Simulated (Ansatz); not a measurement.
Where the default PAW files enter, the runs use the earlier of Ansatz's two default sets.

By PBEsol, the system below comes out a metal.

```xyz
1
Lattice="2.5802 0.0000 0.0000 -1.2901 2.2345 0.0000 1.2901 0.7448 2.1067" Properties=species:S:1:pos:R:3 pbc="T T T"
Cu     0.0000     0.0000     0.0000
```

Space group of this cell: Fm-3m, fcc (Cu type). The cell is strained (all lengths scaled by 1.02); by PBEsol its mean pressure is -10.1 GPa.

The current flows along the normal of the first two printed cell vectors, the (111) plane of the conventional cell. No spin-orbit coupling; the value is a mean over 0.1 eV about the Fermi level.

Question: State the ballistic conductance per area according to PBEsol (Ansatz, a first-principles code).

Answer: 1.1 × 10¹⁵ S/m² for both spins.
